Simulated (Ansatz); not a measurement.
System: NaFeO2 (R-3m, No. 166; cell taken from a computed entry). Method: PBEsol (PAW; Ansatz, an electronic-structure program).

Settings: plane-wave cutoff 500 eV, 16×16×16 k mesh, Fermi–Dirac smearing 0.05 eV, spin-polarised start, scalar-relativistic PAW data made under PBE.

Computed at the level's own relaxed cell.

### Question
What does this level give for the volume per atom, lattice constant a and c axis length?

### Answer

- volume per atom = 10.49 Å³/atom
- lattice constant a = 3.006 Å
- c axis length = 16.091 Å

Note: the magnetic order was assumed, not searched for or taken from measurement; the relaxation could not lower the start's symmetry, so the cell can be a saddle point above a distorted one.

The computed numbers hold no vibrational or temperature effects.

Cost on a shared machine: roughly 7 core-minutes.
